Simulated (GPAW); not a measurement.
Input and output of a self-consistent single point for Ca (Fm-3m, 1 atom in the cell) (GPAW).

Computed with PBE, GPAW PAW datasets PBE (gpaw-data 1.0.1) (plane waves; GPAW).

The change in words: lattice scaled by 0.98. Reference geometry:
```
Ca
1.0
    0.00000     2.85282     2.85282
    2.85282     0.00000     2.85282
    2.85282     2.85282     0.00000
Ca
1
Direct
  0.00000   0.00000   0.00000
```

Reference input (self-consistent single point, DFT PBE, plane waves, GPAW PAW datasets PBE (gpaw-data 1.0.1)): mode = pw; ecut = 600 eV; xc = PBE; kpts = 10 10 10; mesh shift (steps) = 0 0 0; occupations.name = methfessel-paxton; occupations.width = 0.272 eV; occupations.order = 0; nbands = -9; symmetry.symmorphic = false; symmetry.tolerance = 0.0005; maxiter = 150. This run's input differs from it in these lines:

```diff
@@ -5,5 +5,5 @@
 atoms = Atoms(['Ca'],
-              cell=[[0.000000, 2.852822, 2.852822],
-                    [2.852822, 0.000000, 2.852822],
-                    [2.852822, 2.852822, 0.000000]],
+              cell=[[0.000000, 2.795766, 2.795766],
+                    [2.795766, 0.000000, 2.795766],
+                    [2.795766, 2.795766, 0.000000]],
               positions=[[0.000000, 0.000000, 0.000000]],
```

The program printed (abridged):

```
     iter     time        total  log10-change:
                         energy   eigst   dens
iter:   1 --:--:--    -1.927392
iter:   2 --:--:--    -2.036704   -1.03  -1.62
iter:   3 --:--:--    -2.041315   -2.11  -1.63
iter:   4 --:--:--    -2.041646c  -2.75  -1.67
iter:   5 --:--:--    -2.042286c  -3.97  -2.30
iter:   6 --:--:--    -2.039205c  -3.64  -2.38
iter:   7 --:--:--    -2.039136c  -5.06  -3.37
iter:   8 --:--:--    -2.039134c  -6.18  -3.52
iter:   9 --:--:--    -2.039100c  -6.08  -3.51
iter:  10 --:--:--    -2.039110c  -6.86  -3.85
iter:  11 --:--:--    -2.039109c  -8.26c -5.03c
Converged after 11 iterations.

Dipole moment: (0.000000, 0.000000, -0.000000) |e|*Ang

Energy contributions relative to reference atoms: (reference = -18510.869232)

Kinetic:         -0.288540
Potential:       +2.282167
External:        +0.000000
XC:              -3.555475
Entropy (-ST):   -0.044458
Local:           -0.455032
SIC:             +0.000000
--------------------------
Free energy:     -2.061338
Extrapolated:    -2.039109

Showing only first 2 kpts
 Kpt  Band  Eigenvalues  Occupancy
  0     3    -19.90520    2.00000
  0     4     -0.82381    2.00000
  0     5      5.41791    0.00000
  0     6      5.41791    0.00000

  1     3    -19.90942    2.00000
  1     4     -0.60383    2.00000
  1     5      5.20290    0.00000
  1     6      5.50227    0.00000

Fermi level: 3.14471

No gap
No difference between direct/indirect transitions
Energy (eV): -2.039109

Forces in eV/Ang:
  0 Ca   -0.00000   -0.00000   -0.00000

Stress tensor:
     0.003328     0.000000     0.000000
     0.000000     0.003328     0.000000
     0.000000     0.000000     0.003328
Stress (GPa, Voigt): [0.5332 0.5332 0.5332 0.     0.     0.    ]
```

The run converged in 11 iterations. GPAW prints stress with tension positive. Against the reference run the free energy goes down by 16.1 meV/atom and the pressure goes from -1.39 to -0.53 GPa.

The starting cell comes from a database of computed structures (which also holds hypothetical and non-ambient phases and stackings), without a prior relaxation at this level. Its lattice was rescaled by a random factor within 2.5 % of one. For this run, on top of that: lattice scaled by 0.98.
